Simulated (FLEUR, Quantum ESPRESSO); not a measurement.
A FLEUR input for a self-consistent single point of LiCa6Ge (Fm-3m, 8 atoms in the cell) (DFT, PBEsol, all-electron FLAPW (FLEUR), scalar-relativistic valence):

Input of the input generator:

```
LiCa6Ge crystal
&input film=f /
-0.0000000000 5.0967550000 5.0967550000
5.0967550000 -0.0000000000 5.0967550000
5.0967550000 5.0967550000 -0.0000000000
1.8897261246
1.0 1.0 1.0

8
3 0.5000000000 0.5000000000 0.5000000000
20 0.5000000000 0.0000000000 0.0000000000
20 0.5000000000 0.0000000000 0.5000000000
20 0.0000000000 0.5000000000 0.5000000000
20 0.0000000000 0.5000000000 0.0000000000
20 0.5000000000 0.5000000000 0.0000000000
20 0.0000000000 0.0000000000 0.5000000000
32 0.0000000000 0.0000000000 0.0000000000

&comp jspins=1 /
&exco xctyp='PBEs' /
&kpt div1=4 div2=4 div3=4 gamma=t /
&end /
```

```xml
<?xml version="1.0" encoding="UTF-8" standalone="no"?>
<fleurInput fleurInputVersion="0.39">
   <comment>
      LiCa6Ge crystal                                                                                     
   </comment>
   <calculationSetup>
      <cutoffs Kmax="3.8" Gmax="11.4" GmaxXC="11.4" numbands="0"/>
      <scfLoop itmax="60" minDistance="0.00001" maxIterBroyd="99" imix="Anderson" alpha="0.05" precondParam="0.0" spinf="2.0"/>
      <coreElectrons ctail="T" frcor="F" kcrel="0" coretail_lmax="0"/>
      <xcFunctional name="PBEs" relativisticCorrections="F"/>
      <magnetism jspins="1"/>
      <soc l_soc="F" theta="0.0" phi="0.0" spav="F"/>
      <expertModes spex="0" secvar="F"/>
      <geometryOptimization l_f="T" forcealpha="1.0" forcemix="BFGS" epsdisp="0.00001" epsforce="0.00001"/>
      <ldaU l_linMix="F" mixParam="0.05" spinf="1.0"/>
   </calculationSetup>
   <cell>
      <bzIntegration valenceElectrons="75.0" mode="gauss" fermiSmearingEnergy="0.00734986">
         <kPointListSelection listName="default-1"/>
         <!-- k-points included here -->
         <xi:include xmlns:xi="http://www.w3.org/2001/XInclude" href="kpts.xml"> </xi:include>
      </bzIntegration>
      <!-- symmetry operations included here -->
      <xi:include xmlns:xi="http://www.w3.org/2001/XInclude" href="sym.xml"> </xi:include>
      <bulkLattice scale="1.0">
         <bravaisMatrix>
            <row-1>    0.0000000000000000     9.6314710741856722     9.6314710741856722</row-1>
            <row-2>    9.6314710741856722     0.0000000000000000     9.6314710741856722</row-2>
            <row-3>    9.6314710741856722     9.6314710741856722     0.0000000000000000</row-3>
         </bravaisMatrix>
      </bulkLattice>
   </cell>
   <atomSpecies>
      <species name="Lithium (Li)" element="Li" atomicNumber="3">
         <mtSphere radius="2.63" gridPoints="925" logIncrement="0.011"/>
         <atomicCutoffs lmax="10" lnonsphr="8"/>
         <electronConfig flipSpins="F">
            <coreConfig>(1s1/2)</coreConfig>
            <valenceConfig>(2s1/2)</valenceConfig>
            <stateOccupation state="(2s1/2)" spinUp="0.5" spinDown="0.5"/>
         </electronConfig>
         <energyParameters s="2" p="2" d="3" f="4"/>
      </species>
      <species name="Calcium (Ca)" element="Ca" atomicNumber="20">
         <mtSphere radius="2.63" gridPoints="925" logIncrement="0.013"/>
         <atomicCutoffs lmax="10" lnonsphr="8"/>
         <electronConfig flipSpins="F">
            <coreConfig>(1s1/2) (2s1/2) (2p1/2) (2p3/2)</coreConfig>
            <valenceConfig>(3s1/2) (3p1/2) (3p3/2) (4s1/2)</valenceConfig>
         </electronConfig>
         <energyParameters s="4" p="4" d="3" f="4"/>
         <lo type="SCLO" l="0" n="3" eDeriv="0"/>
         <lo type="SCLO" l="1" n="3" eDeriv="0"/>
      </species>
      <species name="Germanium (Ge)" element="Ge" atomicNumber="32">
         <mtSphere radius="2.63" gridPoints="925" logIncrement="0.014"/>
         <atomicCutoffs lmax="10" lnonsphr="8"/>
         <electronConfig flipSpins="F">
            <coreConfig>(1s1/2) (2s1/2) (2p1/2) (2p3/2) (3s1/2) (3p1/2) (3p3/2)</coreConfig>
            <valenceConfig>(4s1/2) (3d3/2) (3d5/2) (4p1/2) (4p3/2)</valenceConfig>
            <stateOccupation state="(4p1/2)" spinUp="0.3333333333333" spinDown="0.3333333333333"/>
            <stateOccupation state="(4p3/2)" spinUp="0.6666666666667" spinDown="0.6666666666667"/>
         </electronConfig>
         <energyParameters s="4" p="4" d="3" f="4"/>
         <lo type="HELO" l="2" n="4" eDeriv="0"/>
      </species>
   </atomSpecies>
   <atomGroups>
      <atomGroup species="Lithium (Li)">
         <relPos label="                   1">1.000/2.000 1.000/2.000 1.000/2.000</relPos>
         <force calculate="T" relaxXYZ="TTT"/>
      </atomGroup>
      <atomGroup species="Calcium (Ca)">
         <relPos label="                   2">1.000/2.000 .0000000000 .0000000000</relPos>
         <relPos label="                   3">1.000/2.000 .0000000000 1.000/2.000</relPos>
         <relPos label="                   4">.0000000000 1.000/2.000 1.000/2.000</relPos>
         <relPos label="                   5">.0000000000 1.000/2.000 .0000000000</relPos>
         <relPos label="                   6">1.000/2.000 1.000/2.000 .0000000000</relPos>
         <relPos label="                   7">.0000000000 .0000000000 1.000/2.000</relPos>
         <force calculate="T" relaxXYZ="TTT"/>
      </atomGroup>
      <atomGroup species="Germanium (Ge)">
         <relPos label="                   8">.0000000000 .0000000000 .0000000000</relPos>
         <force calculate="T" relaxXYZ="TTT"/>
      </atomGroup>
   </atomGroups>
   <output dos="F" band="F" slice="F">
      <checks vchk="F" cdinf="F"/>
      <bandDOS minEnergy="-.5*Htr" maxEnergy="0.5*Htr" sigma="0.015" storeEVData="T"/>
      <vacuumDOS vacdos="F" integ="F" star="F" nstars="0" locx1="0.0" locy1="0.0" locx2="0.0" locy2="0.0" nstm="0" tworkf="0.0"/>
      <unfoldingBand unfoldBand="F" supercellX="1" supercellY="1" supercellZ="1"/>
      <plotting iplot="0" polar="F">
         <plot TwoD="T" vec1="  1.0  0.0  0.0" vec2="  0.0  1.0  0.0" vec3="  0.0  0.0  1.0" zero="  0.0  0.0  0.0" file="plot"/>
      </plotting>
      <chargeDensitySlicing numkpt="0" minEigenval="0.0" maxEigenval="0.0" nnne="0" pallst="F"/>
      <specialOutput eonly="F"/>
      <magneticCircularDichroism mcd="F" energyLo="-10.0" energyUp="0.0"/>
   </output>
  <!-- We include the file relax.xml here to enable relaxations (see documentation) -->
  <xi:include xmlns:xi="http://www.w3.org/2001/XInclude" href="relax.xml"> <xi:fallback/> </xi:include>
</fleurInput>
```

### Question
Write the same calculation as an input for Quantum ESPRESSO.

### Answer
This is the input that was run; spellings and numerical settings could be chosen otherwise.

```fortran
&CONTROL
  calculation = 'scf',
  prefix = 'LiCa6Ge',
  outdir = './out',
  pseudo_dir = './',
  tprnfor = .true.,
  tstress = .true.,
/
&SYSTEM
  ibrav = 0,
  nat = 8,
  ntyp = 3,
  ecutwfc = 80,
  occupations = 'smearing',
  smearing = 'gauss',
  degauss = 0.0147,
/
&ELECTRONS
  conv_thr = 1.0d-10,
/
ATOMIC_SPECIES
Li     6.9400  Li.upf
Ca    40.0780  Ca.upf
Ge    72.6300  Ge.upf
CELL_PARAMETERS {angstrom}
   0.0000000000     5.0967550000     5.0967550000
   5.0967550000     0.0000000000     5.0967550000
   5.0967550000     5.0967550000     0.0000000000
ATOMIC_POSITIONS {angstrom}
Li    5.0967550000    5.0967550000    5.0967550000
Ca    0.0000000000    2.5483775000    2.5483775000
Ca    2.5483775000    5.0967550000    2.5483775000
Ca    5.0967550000    2.5483775000    2.5483775000
Ca    2.5483775000    0.0000000000    2.5483775000
Ca    2.5483775000    2.5483775000    5.0967550000
Ca    2.5483775000    2.5483775000    0.0000000000
Ge    0.0000000000    0.0000000000    0.0000000000
K_POINTS {automatic}
4 4 4  0 0 0
```

Basis, cutoffs, solver keys and any potentials are the target program's own. This input uses DFT, PBEsol, plane waves, PseudoDojo standard norm-conserving (PBESOL) pseudopotentials.

The starting cell comes from a database of computed structures (which also holds hypothetical and non-ambient phases and stackings), without a prior relaxation at this level.
